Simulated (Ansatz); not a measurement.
Results of PBE-D3(BJ) in Ansatz (PAW) for RuC (model structure, started from the WC type, P-6m2, No. 187, 2 atoms in the cell).

Input:

Ansatz 0.2 input:
```yaml
crystal:
  lattice:
    - [2.9211447494, -0.0000003105, 0.0]
    - [-1.4605721058, 2.5297857164, 0.0]
    - [0.0, 0.0, 2.6813799244]
  atoms:
    - { symbol: Ru, position: [0.0, 0.0, 0.0] }
    - { symbol: C, position: [0.6666666667, 0.3333333333, 0.5] }
basis:
  ecutwfc: 520
  ecutrho_ratio: 4
  xc_grid: 2
kpoints:
  mp_grid: { grid: [24, 24, 20] }
hamiltonian:
  xc: pbe
  dispersion: d3bj
  pseudopotentials: { kind: paw }
scf:
  occupations: { method: fermi_dirac, width: 0.05 }
output:
  forces: true
  stress: true
  eigenvalues: true
relax:
  f_tol: 0.004
  escape_saddle: false
  max_steps: 80
  cell: { stress_tol: 0.02, fix: [volume] }
```

From the output:

```
Relaxation: its limit of steps is 80 (relax.max_steps)
Crystal: 2 atoms, lattice volume = 19.815 Å³
Basis set: ecut = 520 eV, 549 PW (Γ), exchange–correlation on 48×48×40 points (8 copies of the dense FFT grid, shifted against one another)
Bands: 14, of which v1, the nominal top of the filled ones, is band 10 counted from 1 (9 counted from 0)
Symmetry: 12 space group operations
Space group: P-6m2 (ITA 187), of the structure as read, at distance tolerance 2.7e-5 Å
k-points: 671 of 11520 (time reversal used)
Functional: x = pbe(κ = 0.804, μ = 0.2195149727645171), c = pbe(β = 0.06672455060314922)
SCF iter   1: F=—  HF=-6129.178796 eV  |F-HF|=—  |Δ(HF+E_count)|=         —  Δρ=1.93e-2  dr2=7.07e-2
SCF iter   2: F=—  HF=-6129.175380 eV  |F-HF|=—  |Δ(HF+E_count)|=   3.42e-3  Δρ=1.27e-2  dr2=3.51e-2
  ...
SCF 1 converged in 6 iterations: F = -6129.170687 eV  dr2 = 2.17e-8
Crystal: 2 atoms, lattice volume = 19.815 Å³
Initial density: handed on by an earlier stage of this run
SCF 2 converged in 6 iterations: F = -6129.170846 eV  dr2 = 2.84e-12
Crystal: 2 atoms, lattice volume = 19.815 Å³
SCF 3 converged in 6 iterations: F = -6129.170903 eV  dr2 = 4.11e-13
Crystal: 2 atoms, lattice volume = 19.815 Å³
SCF iter   7: F=-6129.170900 eV  HF=-6129.170900 eV  |F-HF|=9.09e-13  |Δ(HF+E_count)|=  1.82e-12  Δρ=2.49e-9  dr2=4.61e-16
SCF iter   8: F=-6129.170900 eV  HF=-6129.170900 eV  |F-HF|=0.00e0  |Δ(HF+E_count)|=  2.73e-12  Δρ=5.77e-10  dr2=4.16e-17
SCF 4 converged in 8 iterations: F = -6129.170900 eV  dr2 = 4.16e-17
SCF converged after 8 iterations
Free energy (F): -6129.170900 eV
Internal energy: -6129.160184 eV  (E = F + TS)
E sigma→0 (E₀):  -6129.165542 eV
Fermi energy:    20.815217 eV
--- Stress (GPa, compression-positive) ---
       -6.681627      -0.000000       0.000000
       -0.000000      -6.681627       0.000000
        0.000000       0.000000      -6.695182
  P = ⅓ Tr σ = -6.6861 GPa (-66.861 kbar)
```

The cell is one volume of an energy–volume scan, off the minimum.

Note: the run has no spin polarisation, so it can have missed a magnetic state. Note: the relaxation could raise the start's symmetry but not lower it, so the cell can be a saddle point.

Cost on a shared machine: about 80 core-seconds (a rough figure).

A model structure was made by putting elements into a prototype or built by hand; it is no filed structure, need not be a known phase, and can be a saddle point held by its symmetry.

Ansatz is a program for electronic structure.
